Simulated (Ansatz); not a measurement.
An Ansatz (a first-principles code) run: ScAl3 with a change (Al → Mg); PBEsol/PAW in Ansatz, no spin-orbit coupling.

Input:

Ansatz 0.2 input:
```yaml
crystal:
  lattice:
    - [4.4791165154, 0, 0]
    - [0, 4.4791165154, 0]
    - [0, 0, 4.4791165154]
  atoms:
    - { symbol: Mg, position: [0, 0.5, 0.5] }
    - { symbol: Mg, position: [0.5, 0.5, 0] }
    - { symbol: Mg, position: [0.5, 0, 0.5] }
    - { symbol: Sc, position: [0, 0, 0] }
basis: { ecutwfc: 420, ecutrho_ratio: 4, xc_grid: 2, fft_grid_basis: typed }
kpoints: { mp_grid: { grid: [11, 11, 11] } }
hamiltonian:
  xc: pbesol
  dispersion: none
  pseudopotentials: { kind: paw }
scf: { occupations: { method: fermi_dirac, width: 0.05 }, convergence: { dr2_threshold: 0.0000000004 } }
output: { forces: true, stress: true }
checkpoint: { write: state.ck, write_every: 1000 }
```

Output:

```
WARN ansatz: RAYON_NUM_THREADS=2 ignored (pool sized by the plan → 2); use --threads N
Pseudopotentials: kind: paw
Pseudopotential: Mg, paw, valence charge 10
Pseudopotential: Sc, paw, valence charge 11
Functional definition: PBEsol
Crystal: 4 atoms, lattice volume = 89.862 Å³
Basis set: ecut = 420 eV, 1791 PW (Γ), exchange–correlation on 60×60×60 points (8 copies of the dense FFT grid, shifted against one another)
Bands: 25, of which v1, the nominal top of the filled ones, is band 21 counted from 1 (20 counted from 0)
Symmetry: 48 space group operations
Space group: Pm-3m (ITA 221), of the structure as read, at distance tolerance 4.5e-5 Å
k-points: 56 of 1331
PAW frozen core: Mg, regenerated for the run's functional, and the local potential with it
PAW frozen core: Sc, regenerated for the run's functional, and the local potential with it
Initial density: superposition of atomic densities (neutral atoms: chi_scale 0, normalization atom), corrected by the library's trained network
Initial wavefunctions: pseudopotential atomic-orbital guess
Eigensolver: davidson
Functional: x = pbesol(κ = 0.804, μ = 0.12345679012345678), c = pbesol(β = 0.046)
SCF iter   1: F=—  HF=-7847.674091 eV  |F-HF|=—  |Δ(HF+E_count)|=         —  Δρ=5.59e-3  dr2=5.59e-2  ethr=1.77e-3  ⟨swp⟩=5.4  Hψ=5850  notcnv=0
all-band conjugate gradients solve this SCF's bands
preconditioner: auto → Kerker (q_TF=auto, 2.394 Å⁻¹)
SCF iter   2: F=—  HF=-7847.662401 eV  |F-HF|=—  |Δ(HF+E_count)|=   1.17e-2  Δρ=1.45e-3  dr2=4.40e-3  ethr=1.36e-4  ⟨swp⟩=2.1  Hψ=2184  notcnv=0
SCF iter   3: F=—  HF=-7847.661565 eV  |F-HF|=—  |Δ(HF+E_count)|=   8.36e-4  Δρ=7.14e-4  dr2=1.18e-3  ethr=1.07e-5  ⟨swp⟩=1.8  Hψ=1521  notcnv=0
SCF iter   4: F=—  HF=-7847.661295 eV  |F-HF|=—  |Δ(HF+E_count)|=   2.70e-4  Δρ=2.23e-4  dr2=9.91e-5  ethr=2.88e-6  ⟨swp⟩=2.0  Hψ=1662  notcnv=0
SCF iter   5: F=—  HF=-7847.661388 eV  |F-HF|=—  |Δ(HF+E_count)|=   9.34e-5  Δρ=7.52e-5  dr2=6.79e-6  ethr=2.42e-7  ⟨swp⟩=2.0  Hψ=1822  notcnv=0
SCF iter   6: F=—  HF=-7847.661392 eV  |F-HF|=—  |Δ(HF+E_count)|=   3.66e-6  Δρ=1.54e-5  dr2=1.95e-7  ethr=1.66e-8  ⟨swp⟩=2.5  Hψ=2234  notcnv=0
SCF iter   7: F=—  HF=-7847.661390 eV  |F-HF|=—  |Δ(HF+E_count)|=   1.50e-6  Δρ=2.81e-6  dr2=1.48e-8  ethr=4.76e-10  ⟨swp⟩=2.1  Hψ=2418  notcnv=0
SCF iter   8: F=-7847.661390 eV  HF=-7847.661390 eV  |F-HF|=1.77e-10  |Δ(HF+E_count)|=   1.24e-9  Δρ=4.56e-7  dr2=3.69e-10  ethr=1.00e-12  ⟨swp⟩=3.9  Hψ=5606  notcnv=0
SCF 1 converged in 8 iterations: F = -7847.661390 eV  dr2 = 3.69e-10
SCF converged after 8 iterations
Free energy (F): -7847.661390 eV
Harris-Foulkes:  -7847.661390 eV  (|F-HF|=1.77e-10)
Internal energy: -7847.631588 eV  (E = F + TS)
E sigma→0 (E₀):  -7847.646489 eV
Entropy (-TS):   -0.029803 eV (-7.451 meV/atom)
Fermi energy:    6.727406 eV
--- Per-component energies (eV) ---
  E_band       = -1219.583591
  E_kinetic    = 485.560886
  E_local      = -5642.990504  (includes V_loc(G=0)·N_el)
  E_nonlocal   = 373.738032
  E_hartree    = 1998.833388
  E_xc         = -187.865298
  E_vxc        = -238.126826  (∫ρ·V_xc dr)
  E_paw        = -1775.336850  (= ΣΔE_a)
  E_vpaw       = -195.432651  (= ΣTr[D̂ρ^β])
  E_aug_tail   = -0.000001  (compensation charges beyond the density's cutoff)
  E_ewald      = -3099.876854
  E_core_change = 0.305612  (= ΣΔE_core)
  E_smearing   = -0.029803  (= −TS)
  E_closure    = 0.000000  (closes the sum)
  Σ components = -7847.661390   (vs F -7847.661390, Δ=0.00e0)
  [band-id]    e_kinetic+e_local+e_nonlocal+2·e_hartree+e_vxc+e_vpaw+e_augmentation_tail = -1219.584287   (vs E_band -1219.583591, Δ=-6.96e-4)
--- Forces (eV/Å), atoms counted from 1 ---
  atom   1  Mg     0.00000000    -0.00000000     0.00000000
  atom   2  Mg    -0.00000000     0.00000000     0.00000000
  atom   3  Mg     0.00000000    -0.00000000    -0.00000000
  atom   4  Sc    -0.00000000     0.00000000     0.00000000
  max |Σ_I F_I| component: 4.57e-29 eV/Å
--- Stress (GPa, compression-positive) ---
        0.002676       0.000000       0.000000
        0.000000       0.002676      -0.000000
        0.000000      -0.000000       0.002676
  P = ⅓ Tr σ = 0.0027 GPa (0.027 kbar)
  The stress holds the Pulay correction. Without it, at fixed plane waves, as pw.x and ABINIT print it: P = -0.0018 GPa
  The stress includes an estimate of the error left by incomplete SCF convergence (largest component 0.0001 GPa).
--- Band table ---
  band table: none
```

Stability against distortions was not tested. The final runs are not spin-polarised. The cell was made from ScAl3 by this change: Al → Mg; the result is a model cell, its experimental status unchecked. Mg3Sc has a high density of states at the Fermi level and may be magnetic at this level.
